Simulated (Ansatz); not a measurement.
Data:

```xyz
3
Lattice="4.0658 0.0000 0.0000 -2.0329 3.5210 0.0000 0.0000 0.0000 5.1305" Properties=species:S:1:pos:R:3 pbc="T T T"
Se     1.0058     0.0000     1.7102
Se    -0.5029     0.8711     3.4204
Se     1.5300     2.6500     0.0000
```

Computed with PBE+D3BJ, rigid bands (plane waves, PAW, scalar-relativistic; Ansatz, a first-principles code). Condition of this run: functional PBE, cell relaxed with it. Cell: cell and atoms relaxed with PBE+d3bj.

Q: What conductivity effective mass do dilute electrons have at 300 K?

A: 0.135 (x), 0.135 (y), 0.109 (z) mₑ.

Q: And the band gap?

A: 0.47 eV at this level; semilocal functionals usually fall short of the measured gap.

Rigid bands, one relaxation time for all states, no polarons. Spin-orbit coupling is left out; where it splits the top of the valence band it changes the hole mass and lowers the gap by about a third of the splitting. Geometry: cell and atoms relaxed with PBE+D3(BJ).
